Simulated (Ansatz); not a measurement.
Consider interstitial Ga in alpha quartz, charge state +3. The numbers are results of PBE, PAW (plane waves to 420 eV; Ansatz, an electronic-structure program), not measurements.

Cell of 72 host sites held at the relaxed PBE lattice; the Γ point alone; Fermi-Dirac width 0.01 eV, spin-restricted; finite-size errors left in. Energies are static. The charge state is imposed; whether it is stable for some Fermi level was not computed. Sites that were not tried may lie lower.

Barriers: single points on a 2×2×2 k-point mesh shifted by half a step along c at the bands' geometries.

Relaxed starting cell (atoms counted from 1):

```yaml
crystal:
  lattice:
    - [10.04225, 0.00000, 0.00000]
    - [-5.02113, 8.69685, 0.00000]
    - [0.00000, 0.00000, 11.01902]
  atoms:
    - { symbol: Si, position: [0.98996, 0.24450, 0.17321] }
    - { symbol: Si, position: [0.00098, 0.23907, 0.66531] }
    - { symbol: Si, position: [0.00061, 0.73583, 0.17306] }
    - { symbol: Si, position: [0.99993, 0.74078, 0.66645] }
    - { symbol: Si, position: [0.50018, 0.23858, 0.17469] }
    - { symbol: Si, position: [0.50201, 0.24110, 0.66024] }
    - { symbol: Si, position: [0.49300, 0.73902, 0.17432] }
    - { symbol: Si, position: [0.50018, 0.73735, 0.66481] }
    - { symbol: Si, position: [0.27617, 0.27821, 0.00094] }
    - { symbol: Si, position: [0.25879, 0.26100, 0.50095] }
    - { symbol: Si, position: [0.26059, 0.75948, 0.99997] }
    - { symbol: Si, position: [0.26473, 0.76787, 0.50395] }
    - { symbol: Si, position: [0.75710, 0.26252, 0.00197] }
    - { symbol: Si, position: [0.76611, 0.26747, 0.49805] }
    - { symbol: Si, position: [0.74062, 0.74285, 0.00096] }
    - { symbol: Si, position: [0.76547, 0.76773, 0.50085] }
    - { symbol: Si, position: [0.23665, 0.00301, 0.33674] }
    - { symbol: Si, position: [0.24242, 0.99205, 0.82845] }
    - { symbol: Si, position: [0.23901, 0.50425, 0.34156] }
    - { symbol: Si, position: [0.23664, 0.50234, 0.82739] }
    - { symbol: Si, position: [0.73884, 0.00253, 0.33556] }
    - { symbol: Si, position: [0.73359, 0.00277, 0.82868] }
    - { symbol: Si, position: [0.73533, 0.50254, 0.33697] }
    - { symbol: Si, position: [0.73633, 0.49491, 0.82779] }
    - { symbol: O, position: [0.11009, 0.19613, 0.08905] }
    - { symbol: O, position: [0.12875, 0.20385, 0.60768] }
    - { symbol: O, position: [0.11836, 0.70640, 0.09562] }
    - { symbol: O, position: [0.13596, 0.71714, 0.61105] }
    - { symbol: O, position: [0.62533, 0.20981, 0.10493] }
    - { symbol: O, position: [0.63058, 0.20854, 0.60068] }
    - { symbol: O, position: [0.61807, 0.70447, 0.10410] }
    - { symbol: O, position: [0.63240, 0.71189, 0.60438] }
    - { symbol: O, position: [0.28805, 0.42256, 0.44415] }
    - { symbol: O, position: [0.29814, 0.42449, 0.93052] }
    - { symbol: O, position: [0.29093, 0.92463, 0.43885] }
    - { symbol: O, position: [0.29636, 0.92088, 0.93560] }
    - { symbol: O, position: [0.79993, 0.42903, 0.43618] }
    - { symbol: O, position: [0.78938, 0.41692, 0.93177] }
    - { symbol: O, position: [0.79697, 0.92779, 0.43803] }
    - { symbol: O, position: [0.80583, 0.92235, 0.93655] }
    - { symbol: O, position: [0.36551, 0.07803, 0.22936] }
    - { symbol: O, position: [0.37211, 0.08578, 0.73078] }
    - { symbol: O, position: [0.37066, 0.57846, 0.23668] }
    - { symbol: O, position: [0.36833, 0.57715, 0.72446] }
    - { symbol: O, position: [0.87097, 0.07583, 0.22591] }
    - { symbol: O, position: [0.87271, 0.07973, 0.73338] }
    - { symbol: O, position: [0.85877, 0.57982, 0.22309] }
    - { symbol: O, position: [0.87194, 0.58199, 0.72970] }
    - { symbol: O, position: [0.42224, 0.29994, 0.07153] }
    - { symbol: O, position: [0.42041, 0.29026, 0.55767] }
    - { symbol: O, position: [0.41498, 0.79197, 0.07028] }
    - { symbol: O, position: [0.42630, 0.80181, 0.56582] }
    - { symbol: O, position: [0.91862, 0.29836, 0.06613] }
    - { symbol: O, position: [0.92284, 0.29375, 0.56327] }
    - { symbol: O, position: [0.92024, 0.80796, 0.06507] }
    - { symbol: O, position: [0.92531, 0.79900, 0.56396] }
    - { symbol: O, position: [0.20144, 0.13080, 0.39434] }
    - { symbol: O, position: [0.19424, 0.11238, 0.91252] }
    - { symbol: O, position: [0.20596, 0.63246, 0.40123] }
    - { symbol: O, position: [0.20801, 0.62758, 0.89714] }
    - { symbol: O, position: [0.71553, 0.13875, 0.39095] }
    - { symbol: O, position: [0.70401, 0.12034, 0.90625] }
    - { symbol: O, position: [0.70990, 0.63494, 0.39711] }
    - { symbol: O, position: [0.70162, 0.61988, 0.89804] }
    - { symbol: O, position: [0.08404, 0.37438, 0.27065] }
    - { symbol: O, position: [0.07597, 0.36761, 0.77292] }
    - { symbol: O, position: [0.07744, 0.87493, 0.26839] }
    - { symbol: O, position: [0.07355, 0.87306, 0.77603] }
    - { symbol: O, position: [0.57514, 0.37047, 0.27747] }
    - { symbol: O, position: [0.57579, 0.37243, 0.76543] }
    - { symbol: O, position: [0.57988, 0.87463, 0.27246] }
    - { symbol: O, position: [0.57765, 0.86091, 0.77860] }
    - { symbol: Ga, position: [0.00688, 0.00892, 0.00066] }
```
Cell charge +3.

End state 1 differs by these moves (Å; atoms that move under 0.08 Å are left out):

```
atom  element     Δx     Δy     Δz
----  -------  -----  -----  -----
1          Si   0.02   0.14  -0.06
3          Si   0.04  -0.09  -0.06
5          Si   0.00   0.05  -0.07
7          Si   0.03   0.02  -0.08
9          Si  -0.04  -0.09  -0.06
11         Si   0.00   0.05  -0.06
13         Si  -0.02   0.03  -0.08
15         Si  -0.02   0.14  -0.06
17         Si   0.11   0.08   0.04
18         Si  -0.11   0.08   0.04
25          O   0.04   0.00   0.16
34          O  -0.17   0.00   0.16
36          O  -0.10   0.04   0.04
37          O  -0.06  -0.02   0.09
40          O  -0.12   0.05   0.07
41          O   0.09   0.04   0.04
44          O   0.06  -0.01   0.09
45          O   0.12   0.05   0.06
47          O   0.17   0.00   0.17
55          O  -0.04   0.00   0.16
58          O   0.02   0.15  -0.14
60          O  -0.04   0.05  -0.07
62          O  -0.01   0.08  -0.11
64          O   0.05   0.09  -0.01
65          O  -0.05   0.08   0.00
67          O  -0.02   0.15  -0.14
69          O   0.04   0.05  -0.06
71          O   0.01   0.08  -0.11
73         Ga   0.00  -0.12   1.84
```

Question: Give the forward and backward barriers to end state 1 at the level PBE, PAW.

Answer: forward 0.18 eV, backward 0.18 eV; at the saddle point atom 73 has neighbours 2 O at 1.91, 2 O at 2.15, 2 O at 2.26 Å. The saddle point's order was not checked, and it lies on a symmetry element of the cell, where a band can be held.
